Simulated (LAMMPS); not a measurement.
C (diamond structure) at 2200 K and zero pressure, started from the melt, with several potentials, in cells of their own sizes.

Models:
- CH.rebo: classical MD, pair style rebo, file CH.rebo (LAMMPS)
- MEAM SiC.meam: classical MD, pair style meam, file SiC.meam (LAMMPS)
- SiC.gw: classical MD, pair style gw, file SiC.gw (LAMMPS)

```tsv
potential	state	volume	first peak of g(r)	coordination number	mean phonon frequency	rough cost (ms per atom and simulated ps)
MEAM SiC.meam	slow or partial motion within 42 ps, no clear phase	6.341 ± 0.008 Å³/atom	1.68 Å, height 3.1	5.69 (counted to 2.18 Å)	38.3 THz	10 to 30
CH.rebo	viscous melt or glass; no diffusion seen in 42 ps	8.082 ± 0.006 Å³/atom	1.46 Å, height 3.6	3.15 (counted to 1.90 Å)	27.5 THz	3 to 10
SiC.gw	liquid	9.17 ± 0.01 Å³/atom	1.72 Å, height 2.4	4.00 (counted to 2.26 Å)	18.2 THz	3 to 10
```

Costs are rough: whole-run CPU time with set-up and analysis, from shared machines, in bands a factor of about three wide.

Caution: the potential MEAM SiC.meam is made for SiC, not for the elements.

Caution: at ambient pressure real C sublimes or decomposes before or as it melts, so this liquid is the model's.

Caution (rows CH.rebo; SiC.gw): enthalpy drifts during the constant-pressure average: a transition or slow ageing; fluctuation values are void.

Caution: the potential SiC.gw is made for SiC, not for the elements.

Caution: with SiC.gw the 0 K volume of this crystal is 28 % off the measured one.

Caution (row SiC.gw): this liquid lies under the melting point of about 2420 K that SiC.gw gives, so it is undercooled.

States go by the mean squared displacement: a species diffuses where it passes 1.5 Å², still rises and gives D over 1e-6 cm²/s; a crystal has left its structure where atoms lie 0.35 Å off their sites on average or a cubic box changes its shape by 3 %, or the axial ratios of another lie 8 % off the starting cell's, which the potential's own relaxation can also do.

The ± values are statistical; the model's systematic error is not in them.
